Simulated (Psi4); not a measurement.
Psi4 1.11, BP86/def2-svp: C[N]([GeH3])[Si](O)(O)O, 16 atoms. The geometry is a generated start, not checked to be a minimum at this level.

```yaml
task: energy
method: bp86
basis: def2-svp
memory: 3 GB
maxiter: 100
keys_of_the_molecule_block: symmetry c1
scf_type: df (default)
e_convergence: 1e-06 (default)
d_convergence: 1e-06 (default)
dft_radial_points: 75 (default)
dft_spherical_points: 302 (default)
basis_functions: 165
grid_points: 339607
```

```xyz
16

Si    -1.0956     0.4201    -0.1440
O     -0.5499     1.7279    -0.9468
O     -1.9743     0.7675     1.1897
O     -2.1047    -0.3979    -1.1144
N      0.4168    -0.3087     0.2333
C      0.4928    -1.7088     0.6064
Ge     1.8717     0.6303    -0.3459
H     -1.1833     2.2613    -1.4193
H     -1.5490     1.2494     1.8928
H     -2.7353    -0.9846    -0.7085
H     -0.1905    -1.9164     1.4332
H      1.5081    -1.9445     0.9251
H      0.2299    -2.3699    -0.2249
H      3.0474    -0.1585     0.1753
H      1.9687     0.7477    -1.8361
H      1.8473     1.9850     0.2841
```

With the defaults (diis = true, scf_initial_accelerator = adiis, damping_percentage = 0, guess = auto, which took SAD, diis_max_vecs = 10, level_shift = 0, level_shift_cutoff = 0.01) it converges in 11 SCF iterations. One run each on 2 threads, with these changes:
- diis_max_vecs = 20
- diis_max_vecs = 3
- level_shift = 0.5, level_shift_cutoff = 0.001
- scf_initial_accelerator = ediis
- guess = sapgau
- scf_initial_accelerator = none
- diis_max_vecs = 6
- guess = sap
- diis = false, scf_initial_accelerator = none, damping_percentage = 60

### Question
Which runs fail or end elsewhere than the default run?

### Answer
No convergence: diis = false, scf_initial_accelerator = none, damping_percentage = 60 (the run ends without SCF convergence in 100 iterations). The rest reach the solution of the defaults.

```
setting                                                                SCF iterations             end
---------------------------------------------------------------------  --------------  --------------
the defaults                                                                       11   same solution
scf_initial_accelerator = ediis                                                    11   same solution
guess = sap                                                                        11   same solution
level_shift = 0.5, level_shift_cutoff = 0.001                                      11   same solution
scf_initial_accelerator = none                                                     11   same solution
diis_max_vecs = 20                                                                 11   same solution
guess = sapgau                                                                     11   same solution
diis_max_vecs = 6                                                                  12   same solution
diis_max_vecs = 3                                                                  22   same solution
diis = false, scf_initial_accelerator = none, damping_percentage = 60             100  no convergence
```

1 further run of the study ended by our limits or in an error and is left out.
